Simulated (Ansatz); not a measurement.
The parent structure is ZnS in the wurtzite structure (space group P6_3mc, No. 186; a = 3.782 Å, c = 6.208 Å). Axes: x lies along a and z along c of the hexagonal cell.

The values are results of Ansatz (a quantum-chemistry and plane-wave program) PBEsol, spin-orbit coupling left out, not measurements.

Before the change:

| Property | Value |
|---|---|
| Band gap | 2.15 eV |
| Pressure | 0.00 GPa |
| Electron mass | 0.16 mₑ along c, 0.18 mₑ across (at Γ) |

Now apply this change: the cell is compressed by 1.80 % along z with no lateral relaxation; the atoms relax in the strained cell.

**Question.** Predict the new band gap.

**Answer.** The band gap goes up by 0.131 eV to 2.29 eV.

**Question.** Predict the new largest internal atomic displacement.

**Answer.** The largest internal atomic displacement amounts to 0.011 Å.

**Question.** How does this affect the pressure?

**Answer.** The pressure (mean of the normal stresses, compression positive) goes from zero to 1.53 GPa.

**Question.** What happens to the electron mass?

**Answer.** The electron mass becomes 0.17 mₑ along z, 0.18 mₑ across (at Γ) (base: 0.16 mₑ along c, 0.18 mₑ across (at Γ)).

**Question.** Predict the new energy relative to the base.

**Answer.** The energy goes up by 3.0 meV/atom.

Effective masses come from finite differences of ±0.01 Å⁻¹. Stability against distortions was not tested.
